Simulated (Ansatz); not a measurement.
An Ansatz (a program for electronic structure) input (plane-wave PAW DFT at the PBE level (Ansatz, 420 eV), no spin-orbit coupling, earlier PAW set):

Ansatz 0.2 input:
```yaml
crystal:
  lattice:
    - [0, 2.0103674595, 2.0103674595]
    - [2.0103674595, 0, 2.0103674595]
    - [2.0103674595, 2.0103674595, 0]
  atoms:
    - { symbol: Pt, position: [0, 0, 0] }
basis: { ecutwfc: 420, ecutrho_ratio: 4, xc_grid: 2, fft_grid_basis: typed }
kpoints: { mp_grid: { grid: [28, 28, 28] } }
hamiltonian:
  xc: pbe
  dispersion: none
  pseudopotentials: { azcp: { folder: ./paw }, kind: paw }
scf: { occupations: { method: fermi_dirac, width: 0.1 }, convergence: { dr2_threshold: 0.0000000001 } }
relax: { f_tol: 0.005, max_steps: 50 }
output: { forces: true, stress: true }
checkpoint: { write: state.ck, write_every: 1000 }
```

Task: Which symmetry and how many k-points will the program report, and about how many plane waves at Γ?

Result: Space group Fm-3m (ITA 225) with 48 operations, k-points 624 of 21952, and 331 plane waves at Γ.

Task: And the final pressure?

Result: -8.17 GPa (compression positive).

The cells carry an imposed strain or load. Stability against distortions was not tested. The final runs are not spin-polarised. The cell was made from Pt in the fcc (Cu type) structure (space group Fm-3m, No. 225) by this change: isotropic strain +1.23 %. Pt lies near a magnetic instability that expansion can trigger; it was not tested.
